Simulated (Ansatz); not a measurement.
Results of PBEsol (Ansatz, an electronic-structure program, PAW) for Rh (Im-3m, No. 229, 1 atom in the cell; start mp-2647000; another form than the element's usual one).

Run with plane-wave cutoff 520 eV, 24×24×24 k mesh, Fermi–Dirac smearing 0.05 eV, spin-polarised start, scalar-relativistic PAW data made under PBE.

Cell (relaxed at this level):

```
CELL_PARAMETERS angstrom
     -1.51525     1.51525     1.51525
      1.51525    -1.51525     1.51525
      1.51525     1.51525    -1.51525
ATOMIC_POSITIONS crystal
  Rh 0.00000 0.00000 0.00000
```

Problem. Predict the bulk modulus B0.

Solution. 
bulk modulus B0: 265 GPa

The run finds no gap.

Note: the magnetic order was assumed, not searched for or taken from measurement; the bulk modulus is −V dP/dV from two relaxed cells at ±2 % in volume; the relaxation could not lower the start's symmetry, so the cell can be a saddle point above a distorted one.

Cost on a shared machine: around 70 core-seconds (rough).

A start named mp-… is a Materials Project structure, which need not be a measured phase.
